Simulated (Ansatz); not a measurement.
The reference is HfC in the rock salt structure (space group Fm-3m, No. 225).

```xyz
2
Lattice="0.0000 2.3203 2.3203 2.3203 0.0000 2.3203 2.3203 2.3203 0.0000" Properties=species:S:1:pos:R:3 pbc="T T T"
C      0.0000     0.0000     0.0000
Hf     2.3203     2.3203     2.3203
```

Cartesian axes are those of the cell as printed.

Method: Ansatz (a program for electronic structure) r2SCAN, without spin-orbit coupling.

Before the change:

| Item | Value |
|---|---|
| Shortest interatomic distance | 2.320 Å |
| Band gap | zero |

Perturbation: a free-standing slab of 7 layers (14 atoms, 2 a layer) is cut normal to the z axis, with 15 Å of vacuum and the in-plane cell held at bulk.

**Question.** What happens to the shortest interatomic distance, excess energy per area of both faces, band gap and change of the spacing d12 from its bulk value of 2.320 Å?

**Answer.** The shortest interatomic distance decreases by 0.100 Å, from 2.320 Å to 2.220 Å; the excess energy per area of both faces (slab less bulk energy over the cell's area: twice a surface energy) amounts to 3.7 J/m² (uncertain by up to 0.2 J/m²); the band gap stays zero; the change of the spacing d12 from its bulk value of 2.320 Å comes out as -1.8 %.

Slab and bulk use different k-meshes, which limits the precision of the excess energy. Whether these cells are dynamically stable was not tested. All final runs are without spin polarisation.
